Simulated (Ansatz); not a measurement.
**Parameter sweep on S4I4Re3Cs3 (Fm-3m, 28 atoms in the cell)**

```
CELL_PARAMETERS angstrom
      0.00000     7.86793     7.86793
      7.86793     0.00000     7.86793
      7.86793     7.86793     0.00000
ATOMIC_POSITIONS crystal
  S  0.39270 0.39270 0.39270
  S  0.17810 0.60730 0.60730
  S  0.39270 0.39270 0.82190
  S  0.60730 0.17810 0.60730
  S  0.82190 0.39270 0.39270
  S  0.60730 0.60730 0.60730
  S  0.39270 0.82190 0.39270
  S  0.60730 0.60730 0.17810
  I  0.20820 0.79180 0.20820
  I  0.20820 0.79180 0.79180
  I  0.79180 0.20820 0.79180
  I  0.79180 0.20820 0.20820
  I  0.20820 0.20820 0.79180
  I  0.79180 0.79180 0.20820
  Re 0.38360 0.61640 0.38360
  Re 0.38360 0.61640 0.61640
  Re 0.61640 0.38360 0.61640
  Re 0.61640 0.38360 0.38360
  Re 0.38360 0.38360 0.61640
  Re 0.61640 0.61640 0.38360
  Cs 0.50000 0.00000 0.00000
  Cs 0.50000 0.00000 0.50000
  Cs 0.00000 0.50000 0.50000
  Cs 0.00000 0.50000 0.00000
  Cs 0.50000 0.50000 0.00000
  Cs 0.00000 0.00000 0.50000
  I  0.25000 0.25000 0.25000
  I  0.75000 0.75000 0.75000
```

Base run A: LDA (PW92), default PAW files made with PBE (Ansatz, a first-principles code), self-consistent single point.

Its settings: basis.ecutwfc = 420 eV; kpoints.mp_grid.grid = 2 2 2; hamiltonian.xc = lda; hamiltonian.pseudopotentials = {kind: paw} (the program's default PAW files); scf.occupations.method = methfessel_paxton; scf.occupations.width = 0.136 eV.

The starting cell comes from a database of published, mostly measured structures (it also holds non-ambient and calculated ones), without a prior relaxation at this level. Its lattice was rescaled by a random factor within 2.5 % of one. Spin-orbit coupling is off. Ansatz's pressure includes its estimate of the finite-basis (Pulay) stress.

ΔF is the free energy per atom less that of run A. 

```csv
run,"scf.mixing.algorithm, scf.mixing.ndim",ΔF (meV/atom),pressure (GPa),largest force (eV/Å),gap on the mesh (eV),iterations
A,"default (the program chose MSR1), default",0.00,-0.98,0.113,2.406,9
B,"anderson, default",0.00,-0.98,0.113,2.406,10
C,"anderson, 4",0.00,-0.98,0.113,2.406,11
D,"broyden, default",0.00,-0.98,0.113,2.406,10
E,"broyden, 3",0.00,-0.98,0.113,2.406,11
F,"msr1, default",0.00,-0.98,0.113,2.406,9
G,"msr1, 4",0.00,-0.98,0.113,2.406,10
```

Runs B, C, D, E, F, G ended on the same solution as A (within 1 meV/atom).

Keys are those of Ansatz 0.2.
